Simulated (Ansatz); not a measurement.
## Short convergence ladders for the (100) slab of InSe (cut from a parent of space group no. 12; 8 atoms in the cell)

```xyz
8
Lattice="4.1298 0.0000 0.0000 0.0000 5.0984 0.0000 0.0000 0.0000 22.5519" Properties=species:S:1:pos:R:3 pbc="T T T"
In     0.0000     0.4367     7.0000
In     2.0649     4.9132    10.0445
Se     0.0000     1.4592     9.5034
Se     2.0649     3.8907     7.5412
In     2.0649     3.5460    12.5074
In     0.0000     2.9241    15.5519
Se     2.0649     4.5685    15.0107
Se     0.0000     1.9016    13.0485
```

Base method: PBEsol, default PAW files made with PBE (plane waves; Ansatz, a program for electronic structure).

Base settings: basis.ecutwfc = 420 eV; kpoints.mp_grid.grid = 4 3 1; hamiltonian.xc = pbesol; hamiltonian.pseudopotentials = {kind: paw} (the program's default PAW files); scf.occupations.method = fermi_dirac; scf.occupations.width = 0.05 eV.

The count of work is k-points × plane waves × bands × iterations; it is no time. Core times come from one kind of shared machine, to one figure; runs under 30 s give none.

**The vacuum**

The mesh stays at the base's, so the ladder's end is converged at best in this setting alone.

Only quantities that move along the ladder and can be compared are tabulated.

| vacuum between outermost atoms (Å) | free energy less the last step's (meV/atom) | largest difference of a force vector from the last step's (eV/Å) | count of work / last |
|---|---|---|---|
| 3.0 | -135.19 | 0.721 | 0.24 |
| 4.0 | -45.54 | 0.260 | 0.26 |
| 5.0 | -10.03 | 0.093 | 0.32 |
| 6.0 | -1.46 | 0.041 | 0.38 |
| 7.0 | -0.11 | 0.015 | 0.40 |
| 8.0 | 0.04 | 0.005 | 0.43 |
| 10.0 | 0.02 | 0.001 | 0.48 |
| 12.0 | 0.00 | 0.000 | 0.53 |
| 14.0 | 0.00 | 0.000 | 0.58 |
| 17.0 | 0.00 | 0.000 | 0.66 |
| 20.0 | 0.00 | 0.000 | 0.74 |
| 25.0 | 0.00 | 0.000 | 0.87 |
| 30.0 | 0.00 | 0.000 | 1.0 |

Smallest vacuum between outermost atoms (Å) that holds the free energy within 2 meV/atom of the last step, with all finer ones: 6.0, at 0.38 of the last step's count of work; the step before is off by 10 meV/atom.

Smallest vacuum between outermost atoms (Å) that holds the forces within 0.01 eV/Å of the last step, with all finer ones: 8.0, at 0.43 of the last step's count of work; the step before is off by 0.015 eV/Å.

**The k-point mesh**

Only quantities that move along the ladder and can be compared are tabulated.

```csv
kpoints.mp_grid.grid,free energy less the last step's (meV/atom),largest difference of a force vector from the last step's (eV/Å),count of work / last,core time / last (rough)
2 2 1,51.74,0.402,0.044,–
3 2 1,1.18,0.182,0.040,–
3 3 1,11.52,0.049,0.040,–
4 3 1,0.93,0.066,0.061,–
4 4 1,2.03,0.029,0.10,–
5 4 1,1.98,0.014,0.10,–
6 5 1,0.05,0.007,0.12,–
7 6 1,-0.12,0.005,0.16,–
8 7 1,-0.04,0.002,0.20,–
9 8 1,-0.06,0.003,0.25,0.3
11 9 1,0.01,0.001,0.30,0.3
13 10 1,-0.01,0.000,0.42,0.4
15 12 1,0.00,0.000,0.57,0.6
18 14 1,0.00,0.000,0.81,0.8
21 17 1,0.00,0.000,1.0,1
```

Coarsest kpoints.mp_grid.grid that holds the forces within 0.01 eV/Å of the last step, with all finer ones: 6 5 1, at 0.12 of the last step's count of work; the step before is off by 0.014 eV/Å.

Coarsest kpoints.mp_grid.grid that holds the free energy within 0.5 meV/atom of the last step, with all finer ones: 6 5 1, at 0.12 of the last step's count of work; the step before is off by 2.0 meV/atom.

**The plane-wave cutoff**

The mesh stays at the base's, so the ladder's end is converged at best in this setting alone.

Only quantities that move along the ladder and can be compared are tabulated.

| basis.ecutwfc | free energy less the last step's (meV/atom) | largest difference of a force vector from the last step's (eV/Å) | count of work / last |
|---|---|---|---|
| 210 eV | 3721.04 | 0.202 | 0.15 |
| 250 eV | 677.04 | 0.064 | 0.18 |
| 295 eV | 64.78 | 0.016 | 0.23 |
| 355 eV | 2.42 | 0.003 | 0.28 |
| 420 eV | 1.14 | 0.001 | 0.35 |
| 505 eV | 0.31 | 0.000 | 0.47 |
| 630 eV | 0.08 | 0.000 | 0.65 |
| 840 eV | 0.00 | 0.000 | 1.0 |

Coarsest basis.ecutwfc that holds the forces within 0.01 eV/Å of the last step, with all finer ones: 355 eV, at 0.28 of the last step's count of work; the step before is off by 0.016 eV/Å.

Coarsest basis.ecutwfc that holds the free energy within 2 meV/atom of the last step, with all finer ones: 420 eV, at 0.35 of the last step's count of work; the step before is off by 2.4 meV/atom.

On the base run: the starting cell comes from a database of computed structures (which also holds hypothetical and non-ambient phases and stackings), without a prior relaxation at this level. The slab is cut from that crystal, and its faces are unrelaxed. Its lattice was rescaled by up to half a per cent. Spin polarisation is off, though cut faces can carry moments; the slab shows no gap. Without a gap this mesh is coarse (it stands for a supercell whose shortest in-plane vector is 15 Å).

Keys are those of Ansatz 0.2.
